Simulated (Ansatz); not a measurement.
The structure below was relaxed with PBE in Ansatz (plane waves to 420 eV, PAW, no spin-orbit coupling), earlier PAW set.

```xyz
8
Lattice="3.2807 0.0000 0.0000 -1.6403 2.8411 0.0000 0.0000 0.0000 11.0981" Properties=species:S:1:pos:R:3 pbc="T T T"
Ga     0.0000     0.0000     0.0355
Ga     0.0000     0.0000     5.5846
Ga     0.0000     1.8941     2.8061
Ga     1.6403     0.9470     8.3552
C      0.0000     0.0000     2.0427
C      0.0000     0.0000     7.5917
C      0.0000     1.8941     4.8195
C      1.6403     0.9470    10.3685
```

**Question.** Find the space group and the Wyckoff positions.

**Answer.** Space group P6₃mc (No. 186); a = b = 3.2807 Å, c = 11.0981 Å, α = β = 90.00°, γ = 120.00°

```csv
atom,site,symmetry,x,y,z
Ga,2a,3m.,0.0000,0.0000,0.0032
Ga,2b,3m.,0.3333,0.6667,0.2528
C,2a,3m.,0.0000,0.0000,0.1841
C,2b,3m.,0.3333,0.6667,0.4343
```

**Question.** Describe the coordination.

**Answer.** The crystal has 8 atoms in its conventional cell. Cell: a = b = 3.281 Å, c = 11.098 Å, α = β = 90.00°, γ = 120.00°. Ga1 sees 4 C at 2.007–2.043 Å (tetrahedral). Ga2 is surrounded by 4 C at 2.013–2.042 Å (tetrahedral). C1 is surrounded by 4 Ga at 2.007–2.042 Å (tetrahedral). C2 is coordinated by 4 Ga at 2.013–2.043 Å (tetrahedral). (Neighbours: up to the widest gap in distance over summed covalent radii, below 1.35, at either atom; cation-cation and far metal-metal contacts left out.)

Stability against distortions was not tested. All final runs are without spin polarisation. The cell was made from SiC by this change: Si → Ga; the result is a hypothetical phase, not in the database extracts checked.

Ansatz is an electronic-structure program.
